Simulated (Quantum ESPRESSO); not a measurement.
Quantum ESPRESSO is run on Co (P6_3/mmc, 2 atoms in the cell), and the run fails. The aim is a zone-centre phonon calculation with DFT, PBEsol, plane waves, PSlibrary PAW (PBE) pseudopotentials.

The self-consistent step had converged with these keywords: prefix = run; ecutwfc = 50 Ry; ecutrho = 300 Ry; occupations = smearing; smearing = fd; degauss = 0.0073499 Ry; nspin = 2; input_dft = pbesol; potentials = {Co: Co.pbe-n-kjpaw_psl.1.0.0.UPF}; K_POINTS = automatic 14 14 8 1 1 1. The next shown step is ph.x.

This input was run:

```fortran
phonons at the zone centre
&inputph
 prefix = 'run',
 outdir = './tmp/',
 tr2_ph = 1.0d-14,
 fildyn = 'dyn.G',
 epsil = .true.,
/
0.0 0.0 0.0
```

Log, with long lists cut:

```
     Reading xml data from directory:

     ./tmp/run.save/
     file Co.pbe-n-kjpaw_psl.1.0.0.UPF: wavefunction(s)  4S 3D renormalized

     G-vector sticks info
     --------------------
     sticks:   dense  smooth     PW     G-vecs:    dense   smooth      PW
     Sum         451     313    109                12961     7079    1473

     Reading collected, re-writing distributed wavefunctions in ./tmp/

 %%%%%%%%%%%%%%%%%%%%%%%%%%%%%%%%%%%%%%%%%%%%%%%%%%%%%%%%%%%%%%%%%%%%%%%%%%%%%%
     Error in routine phq_readin (1):
     no elec. field with metals
 %%%%%%%%%%%%%%%%%%%%%%%%%%%%%%%%%%%%%%%%%%%%%%%%%%%%%%%%%%%%%%%%%%%%%%%%%%%%%%

     stopping ...
```

**Question.** Read the log: what does the program object to, and what is the fix?

**Answer.** The fault is the dielectric response asked with smeared occupations. The response to a homogeneous field is defined for insulators with fixed occupations. To fix it, drop the request, or use fixed occupations in an insulator. The program stopped in the step ph.x before computing anything there.

On the sound input: the starting cell comes from a database of computed structures (which also holds hypothetical and non-ambient phases and stackings), without a prior relaxation at this level. Its lattice was rescaled by a random factor within 2.5 % of one. The magnetic order is the one reached from the typed start; others were not searched systematically. With a pressure of about -13 GPa the cell is away from its equilibrium volume at this level.
